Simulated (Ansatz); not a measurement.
The starting structures come from a database of crystals and need not be the phases stable at ambient conditions.

 Where the default PAW files enter, the runs use the earlier of Ansatz's two default sets.

Tunnelling through a barrier is set by its complex band structure: the current falls as exp(−2κd) with the smallest κ.

Data:

```
InHO2
1.0
    3.30714     0.00000     0.00000
    0.00000     6.99606     0.01092
    0.00000    -2.95592     3.45031
In H O
2 2 4
Cartesian
  1.65357   0.54211   3.45577
  0.00000   0.00000   0.00000
  1.65357  -1.47796   1.72516
  0.00000   2.02007   1.73061
  1.65357   5.64093   0.52661
  1.65357  -1.60079   2.93462
  0.00000   3.19637   1.42367
  0.00000   0.84377   2.03756
```

Space group of this cell: Pnnm. The cell was relaxed by PBE-D3(BJ); by r2SCAN its mean pressure is -3.5 GPa.

Transport runs along the normal of the first two printed cell vectors.

The gap is the functional's own, uncorrected, and κ follows it; spin-orbit coupling is left out. Mid-gap values are interpolated between the computed energies.

Q: Compute, with r2SCAN (Ansatz, an electronic-structure program), the band gap and the smallest decay constant κ at mid-gap.

A: Gap 2.52 eV on a 10×10×10 mesh; κ = 0.212 1/Å, at the zone centre.
